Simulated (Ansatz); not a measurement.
A periodic model of amorphous Hf18O37Na2:

```xyz
57
Lattice="8.4824 0.0389 0.3041 0.0389 10.0561 -0.0817 0.3041 -0.0817 8.6900" Properties=species:S:1:pos:R:3 pbc="T T T"
Hf     1.3103     7.7735     3.0447
Hf     7.2804     1.5244     4.8346
Hf     2.5737     1.5498     5.5509
Hf     3.3739     4.6270     2.8366
Hf     4.5151     4.1796     6.0275
Hf     7.8606     6.4281     0.8420
Hf     7.6018     8.1144     6.7792
Hf     8.4344     1.1754     7.8502
Hf     4.3729     1.9548     0.3319
Hf     1.9147     9.1632     0.1953
Hf     1.2929     1.6589     2.4311
Hf     6.9523     3.3571     1.6349
Hf     4.0542     8.3431     5.7053
Hf     7.2249     9.5258     1.6700
Hf     6.5694     6.4887     4.0580
Hf     7.6142     4.3104     6.9151
Hf     4.3328     9.7559     2.9461
Hf     4.7844     6.5330     8.3266
O      0.7240     9.6442     2.0605
O      4.9144     3.1352     1.8638
O      6.2406     7.6003     0.2428
O      3.0330     8.5767     1.9785
O      8.4519     6.3400     7.4435
O      8.1590     1.5073     1.1983
O      4.8648     5.2551     4.2707
O      4.1924     0.2086     5.4599
O      2.1413     3.3652     1.8604
O      3.4916     5.7315     6.8657
O      3.0437     1.1718     3.4807
O      8.5483     9.1372     8.5258
O      6.8468     5.3150     2.3282
O      0.5406     2.7455     6.4921
O      7.2989     0.1622     6.4912
O      5.8231     4.8900     7.6410
O      7.9252     2.7549     3.3026
O      3.8231     5.6714     1.1904
O      8.2358     7.7829     4.9415
O      6.2714     2.9980     5.7476
O      5.0752     8.0722     3.8821
O      7.5783     7.7224     2.5589
O      2.3807     8.1663     4.7412
O      7.6419     5.2207     5.1768
O      3.7211     8.2924     7.7832
O      2.6541     0.9222     0.8467
O      3.7773     2.6168     7.3009
O      0.8126     1.1609     4.4626
O      1.1842     7.2138     0.8122
O      5.2684     0.1999     1.2094
O      8.1120     4.4156     0.3095
O      1.8938     5.8832     3.2529
O      6.6304     2.3016     8.4225
O      6.3995     0.3623     3.4787
O      1.8377     0.3897     7.1449
O      5.8361     7.3518     6.2765
O      3.0186     3.4582     4.8346
Na     2.2724     4.3728     8.5171
Na     1.5818     5.9050     5.4938
```

Method: PBE, scalar-relativistic without spin-orbit coupling (plane waves to 420 eV, PAW; Ansatz, an electronic-structure program).

Preparation: random packing, a CHGNet melt and quench, and a DFT relaxation. O atoms were pushed apart under 1.9 Å during the dynamics, to hinder bonds among them. The hot cell started wider than the set density and was brought back towards it in steps. It is the lowest in DFT energy of 2 quenches. It is a model cell: composition and starting density were chosen by hand, and all elements were melted together. No dispersion term was used. Its density started from a set value of 8.64 and ended at 8.64 g/cm³. The simulated quench (nominally 450 K/ps over its main leg) is rapid and tends to freeze in more defects than a deposited or slowly cooled glass has. One small periodic cell is one sample of the glass; other quenches scatter about these values. The volume was held where the preparation left it and the shape relaxed, at a PBE pressure of 0.6 GPa. Stress components on the final sampling reach 0.6 GPa.

Bonds are counted up to Hf-Hf 3.34 Å, Hf-O 2.72 Å, Hf-Na 3.50 Å, O-O 1.58 Å, O-Na 2.78 Å, Na-Na 3.65 Å. Two cations that share two anions don't count as bonded, nor two that share one unless they lie closer than Hf-Hf 3.25 Å, Hf-Na 3.40 Å, Na-Na 3.55 Å.

Q: Give the coordination numbers, mean bond lengths and angles.

A: 
```
Item                                                                                                           Value
---------------------------------  ---------------------------------------------------------------------------------
Mean coordination of Hf by anions  6.22 (3 with 5, 8 with 6, 7 with 7); 3 close contacts or bonds to cations besides
Mean coordination of O                                                                   3.32 (25 with 3, 12 with 4)
Mean coordination of Na by anions            5.50 (1 with 5, 1 with 6); 3 close contacts or bonds to cations besides
Mean Hf-O bond                                                                 2.145 Å (spread 0.141 Å, 112 counted)
Mean O-Na bond                                                                  2.468 Å (spread 0.147 Å, 11 counted)
Mean Hf-Hf close contact                                                         3.248 Å (spread 0.000 Å, 1 counted)
Mean Na-Na close contact                                                         3.459 Å (spread 0.000 Å, 1 counted)
Bond angle at Hf                                                                           mean 102.1°, spread 29.5°
Bond angle at O                                                                            mean 112.4°, spread 18.8°
Bond angle at Na                                                                            mean 99.7°, spread 32.9°
```

Q: List the pairs of like atoms that count as bonded by the rules above.

A: Hf2-Hf8 (3.25 Å), Na56-Na57 (3.46 Å).
